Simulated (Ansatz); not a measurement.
System: NiAs-type NiSb. Method: HSE06 (plane waves, PAW; Ansatz, an electronic-structure program).

Settings: plane-wave cutoff 460 eV, 9×9×6 k mesh (along the axes of the cell as run), Fermi–Dirac smearing 0.05 eV, no spin polarisation, scalar-relativistic PAW data made under PBE.

Computed at the level's own relaxed cell.

Q: What does this level give for the lattice parameter a and lattice parameter c?

A: 
- lattice parameter a = 3.896 Å
- lattice parameter c = 5.136 Å

Measured, for comparison: lattice constant a 3.946 Å, lattice parameter c 5.148 Å (temperature not stated, not corrected to a static lattice; as tabulated in Wikipedia's data pages). Computed (rounded) less measured: lattice constant a -1.3 %, lattice parameter c -0.2 %. A static lattice is as a rule a little smaller and stiffer than an uncorrected measurement, which narrows the difference in the lattice constant a and would widen misses of the other sign.

Note: the run has no spin polarisation, so it can have missed a magnetic state.

Spin–orbit coupling is not included.
